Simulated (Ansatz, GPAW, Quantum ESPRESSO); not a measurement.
# Zn₃CrS₄ (P1, 8 atoms in the cell) computed with different codes at matched settings

Self-consistent single point, at a second geometry (atoms moved at random). First geometry:

```xyz
8
Lattice="5.4673 0.0000 0.0000 0.0000 5.4673 0.0000 0.0000 0.0000 5.4673" Properties=species:S:1:pos:R:3 pbc="T T T"
Zn     2.7337     2.7337     0.0000
Zn     0.0000     2.7337     2.7337
Zn     2.7337     0.0000     2.7337
Cr     0.0000     0.0000     0.0000
S      4.0942     4.0942     1.3732
S      4.0942     1.3732     4.0942
S      1.3732     1.3732     1.3732
S      1.3732     4.0942     4.0942
```
Moments meant for the start (each program seeds them in its own way; μB, in the order of the atoms Zn Zn Zn Cr S S S S): 0.0 0.0 0.0 3.0 0.0 0.0 0.0 0.0.

Second geometry:
```
Zn3CrS4
1.0
    5.46733     0.00000     0.00000
    0.00000     5.46733     0.00000
    0.00000     0.00000     5.46733
Zn Cr S
3 1 4
Cartesian
  2.70897   2.82306  -0.08092
 -0.01238   2.73456   2.72401
  2.72164  -0.04598   2.74428
 -0.02981  -0.04009  -0.01744
  4.09838   4.09660   1.37329
  4.09834   1.31919   4.09541
  1.39326   1.41537   1.40588
  1.42359   4.09928   4.15748
```
Moments meant for the start (each program seeds them in its own way; μB, in the order of the atoms Zn Zn Zn Cr S S S S): 0.0 0.0 0.0 3.0 0.0 0.0 0.0 0.0.

Shared settings, as Ansatz (an electronic-structure program) writes them: kpoints.mp_grid.grid = 3 3 3; scf.occupations.method = fermi_dirac; scf.occupations.width = 0.1 eV. Potentials and cutoffs stand in the table.

```tsv
code	model	ΔF from the first geometry (meV/atom)	pressure (GPa)	largest force (eV/Å)	size of the net moment (μB/atom)	cutoff
Ansatz	PBEsol, PAW files made with PBE	20.8	-3.16	1.336	0.50	420 eV
Quantum ESPRESSO	PBEsol, PseudoDojo standard norm-conserving (PBESOL) pseudopotentials	20.8	-3.05	1.336	0.50	95 Ry
GPAW	PBEsol, GPAW PAW datasets PBEsol (made by gpaw-setup)	21.2	-2.93	1.352	0.50	850 eV
```

Size of the force on each atom (eV/Å): Sizes of forces hide their directions.

| code | Zn1 | Zn2 | Zn3 | Cr4 | S5 | S6 | S7 | S8 |
|---|---|---|---|---|---|---|---|---|
| Ansatz | 1.336 | 0.203 | 0.354 | 0.652 | 0.157 | 0.442 | 0.467 | 1.218 |
| Quantum ESPRESSO | 1.336 | 0.203 | 0.355 | 0.660 | 0.196 | 0.472 | 0.440 | 1.210 |
| GPAW | 1.352 | 0.207 | 0.359 | 0.686 | 0.231 | 0.501 | 0.435 | 1.219 |

On Ansatz's run: with one magnetic atom in the cell only a parallel order is possible.

The spread over the programs that give each value: ΔF from the first geometry within 0.4 meV/atom; pressure within 0.23 GPa; largest force within 0.016 eV/Å; size of the net moment within 0.00 μB/atom.

Ansatz's pressure is given at a fixed set of plane waves, as the other plane-wave codes print theirs; with its correction for the finite basis it is -3.11 GPa.

The shared mesh is coarse (it stands for a supercell whose shortest vector is 16 Å), so the values are not converged in it.

The starting cell comes from a database of computed structures (which also holds hypothetical and non-ambient phases and stackings), without a prior relaxation at this level. For this run, on top of that: atoms moved at random.

Left out of this page: CP2K (unsound by tests on forces, stress, charge or solver warnings).

Keys are those of Ansatz 0.2.
